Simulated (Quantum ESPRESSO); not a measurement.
A user runs Quantum ESPRESSO on LaMg6Ga (Amm2, 8 atoms in the cell) and asks whether the run is sound. The aim is a self-consistent single point with DFT, PBEsol, plane waves, GBRV 1.5 ultrasoft (PBESOL) pseudopotentials.

This input was run:

```fortran
&CONTROL
    calculation = 'scf',
    outdir = './work',
    pseudo_dir = './',
    tprnfor = .true.,
    tstress = .true.,
/
&SYSTEM
    ibrav = 0,
    nat = 8,
    ntyp = 3,
    ecutwfc = 50,
    ecutrho = 250,
    occupations = 'smearing',
    smearing = 'fermi-dirac',
    degauss = 0.0073499,
    tot_charge = -1,
/
&ELECTRONS
    conv_thr = 1.0d-10,
/
ATOMIC_SPECIES
La   138.9055  la_pbesol_v1.uspp.F.UPF
Mg    24.3050  mg_pbesol_v1.4.uspp.F.UPF
Ga    69.7230  ga_pbesol_v1.4.uspp.F.UPF
CELL_PARAMETERS {angstrom}
   5.125658000     0.000000000     0.000000000
   0.000000000     3.400586000     5.880991000
   0.000000000    -3.400586000     5.880991000
ATOMIC_POSITIONS {crystal}
La    0.000000000    0.176720000    0.176720000
Mg    0.000000000    0.662390000    0.180410000
Mg    0.000000000    0.180410000    0.662390000
Mg    0.000000000    0.663360000    0.663360000
Mg    0.500000000    0.810150000    0.342390000
Mg    0.500000000    0.342390000    0.810150000
Mg    0.500000000    0.831520000    0.831520000
Ga    0.500000000    0.333060000    0.333060000
K_POINTS {automatic}
4 3 3  0 0 0
```

Output (repeated stretches shortened):

```
     Message from routine setup:
     using ibrav=0 with symmetry is DISCOURAGED, use correct ibrav instead
     G-vector sticks info
     --------------------
     sticks:   dense  smooth     PW     G-vecs:    dense   smooth      PW
   [... lines left out ...]
         3        Mg     tau(   3) = (   0.0000000  -0.3197666   0.9669976  )
         4        Mg     tau(   4) = (   0.0000000   0.0000000   1.5222296  )
         5        Mg     tau(   5) = (   0.5000000   0.3103325   1.3223819  )
         6        Mg     tau(   6) = (   0.5000000  -0.3103325   1.3223819  )
         7        Mg     tau(   7) = (   0.5000000   0.0000000   1.9081108  )
         8        Ga     tau(   8) = (   0.5000000   0.0000000   0.7642815  )

     number of k points=    12  Fermi-Dirac smearing, width (Ry)=  0.0073
                       cart. coord. in units 2pi/alat
        k(    1) = (   0.0000000   0.0000000   0.0000000), wk =   0.0555556
        k(    2) = (   0.0000000  -0.2512144   0.1452606), wk =   0.2222222
        k(    3) = (   0.0000000   0.0000000   0.2905212), wk =   0.1111111
   [... 9 lines left out ...]

     Dense  grid:    92387 G-vectors     FFT dimensions: (  50,  72,  72)

     Smooth grid:    66093 G-vectors     FFT dimensions: (  45,  60,  60)

     Initial potential from superposition of free atoms

     starting charge      87.1692, renormalised to      91.0000

     negative rho (up, down):  7.975E-02 0.000E+00
     Self-consistent Calculation

     iteration #  1     ecut=    50.00 Ry     beta= 0.70

     negative rho (up, down):  2.700E-02 0.000E+00

     total energy              =   -1260.74262060 Ry
     estimated scf accuracy    <      10.68521831 Ry

     iteration #  2     ecut=    50.00 Ry     beta= 0.70

     negative rho (up, down):  3.736E-02 0.000E+00

     total energy              =   -1265.02861720 Ry
     estimated scf accuracy    <      16.42703881 Ry

     iteration #  3     ecut=    50.00 Ry     beta= 0.70

     negative rho (up, down):  4.648E-02 0.000E+00

     total energy              =   -1267.16530232 Ry
     estimated scf accuracy    <       1.69787017 Ry

   [... 10 blocks of this kind left out ...]

     iteration # 14     ecut=    50.00 Ry     beta= 0.70

     negative rho (up, down):  5.591E-02 0.000E+00

     total energy              =   -1267.43014976 Ry
     estimated scf accuracy    <          5.3E-10 Ry

     iteration # 15     ecut=    50.00 Ry     beta= 0.70

     negative rho (up, down):  5.591E-02 0.000E+00
     End of self-consistent calculation

     the Fermi energy is     6.4820 ev

!    total energy              =   -1267.43014976 Ry
     estimated scf accuracy    <          6.4E-11 Ry
     smearing contrib. (-TS)   =      -0.01342489 Ry
     internal energy E=F+TS    =   -1267.41672488 Ry

     convergence has been achieved in  15 iterations

     negative rho (up, down):  5.591E-02 0.000E+00

     Forces acting on atoms (cartesian axes, Ry/au):

     atom    1 type  1   force =     0.00000000    0.00000000    0.00076324
     atom    2 type  2   force =     0.00000000    0.00046431    0.00015165
     atom    3 type  2   force =     0.00000000   -0.00046431    0.00015165
     atom    4 type  2   force =     0.00000000    0.00000000    0.00191221
   [... lines left out ...]
     Total force =     0.007545     Total SCF correction =     0.000031
   [... lines left out ...]

     negative rho (up, down):  5.591E-02 0.000E+00
          total   stress  (Ry/bohr**3)                   (kbar)     P=       46.72
   0.00023918   0.00000000   0.00000000           35.18        0.00        0.00
   0.00000000   0.00036072  -0.00000000            0.00       53.06       -0.00
   0.00000000   0.00000000   0.00035289            0.00        0.00       51.91

   JOB DONE.
```

Q: Is anything amiss in this input, and did it matter?

A: The run is not sound. The fault is an unintended net charge. A charged periodic cell changes the electron count and is neutralised by a uniform background, so energy, forces and pressure belong to another system. To fix it, remove the charge. The run converged in 15 iterations without an error; against the sound input the pressure goes from -2.37 to 4.67 GPa and the largest force goes from 0.074 to 0.131 eV/Å.

The sound input it was made from differs as follows (other fixes are possible):
```diff
-    tot_charge = -1,
```

With that input, the run converged in 14 iterations: free energy E − TS -17250.6972 eV; Fermi level (on the code's own zero) 6.38 eV; pressure -2.37 GPa; largest force (vector length) 0.074 eV/Å (DFT, PBEsol, plane waves, GBRV 1.5 ultrasoft (PBESOL) pseudopotentials).

On the sound input: the starting cell comes from a database of computed structures (which also holds hypothetical and non-ambient phases and stackings), without a prior relaxation at this level. Its lattice was rescaled by a random factor within 2.5 % of one.
